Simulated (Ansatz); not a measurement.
Take Sr in the fcc (Cu type) structure (space group Fm-3m, No. 225; a = 5.923 Å) as the base.

It is then changed as follows: full substitution Sr → Y, then cell and atoms are relaxed.

Levels (all Ansatz, a program for electronic structure, PAW): PBEsol (420 eV, no spin-orbit coupling); r2SCAN (500 eV, without spin-orbit coupling).

The geometry is relaxed with PBEsol.

```
Property           Value
---------------  -------
PBEsol pressure  0.0 GPa
```

With r2SCAN at the same geometry, the pressure goes from zero to 3.1 GPa.

Single points use the geometry relaxed with PBEsol. Their cutoffs differ, which shifts pressures a little. No phonon test of stability was made. All final runs are without spin polarisation. This is not the structure that Y has at room temperature and ambient pressure.
